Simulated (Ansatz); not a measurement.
We consider TiAl₃ (I4/mmm, No. 139), described by rVV10 in Ansatz (PAW).

Run with plane-wave cutoff 520 eV, 20×20×20 k mesh, Fermi–Dirac smearing 0.05 eV, no spin polarisation, scalar-relativistic PAW data made under PBE.

Computed at the level's own relaxed cell.

**Question.** Predict the bulk modulus, lattice parameter a, lattice parameter c, pressure derivative B′ of the bulk modulus and equilibrium volume per atom.

**Answer.** 
* **bulk modulus**: 108 GPa
* **lattice parameter a**: 3.837 Å
* **lattice parameter c**: 8.604 Å
* **pressure derivative B′ of the bulk modulus**: 4.2
* **equilibrium volume per atom**: 15.83 Å³/atom

The run finds no gap.

Measured, for comparison: equilibrium volume per atom 15.93 Å³/atom (temperature not stated, not corrected to a static lattice; as tabulated in P. Norby and A. Norlund Christensen, Acta Chemica Scandinavica A40, 157 (1986)). Computed (rounded) less measured: equilibrium volume per atom -0.6 %. A static lattice is as a rule a little smaller and stiffer than an uncorrected measurement, which narrows the difference in the equilibrium volume per atom and would widen misses of the other sign.

Note: the bulk modulus comes from volumes at which shape and atoms were relaxed.

Computed values are for the static lattice.

Computing time: roughly 19 core-minutes.

Ansatz is an electronic-structure program.
